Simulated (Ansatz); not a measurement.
System: fluorite PbF₂ (high-temperature phase). Method: r²SCAN in Ansatz (plane waves, PAW).

Run with plane-wave cutoff 500 eV, 12×12×12 k mesh, Fermi–Dirac smearing 0.05 eV, scalar-relativistic PAW data made under PBE.

Computed at the level's own relaxed cell.

Problem. Predict the volume per atom, equilibrium lattice constant a and band gap.

Solution. 
* **volume per atom**: 17.30 Å³/atom
* **equilibrium lattice constant a**: 5.921 Å
* **band gap**: 4.93 eV (on the SCF k mesh)

Measured, for comparison: equilibrium volume per atom 17.46 Å³/atom, lattice constant a 5.94 Å (temperature not stated, no zero-point or thermal correction; as tabulated in Cadelano and Cappellini (2011), arXiv:1107.5962). Computed (rounded) less measured: equilibrium volume per atom -0.9 %, lattice constant a -0.3 %. A static lattice is as a rule a little smaller and stiffer than an uncorrected measurement, which narrows the difference in the equilibrium volume per atom, lattice constant a and would widen misses of the other sign.

Spin–orbit coupling is not included; with these elements it can move the gap by several tenths of an eV or more.

The result took very roughly 40 core-seconds.

Ansatz is a program for electronic structure.
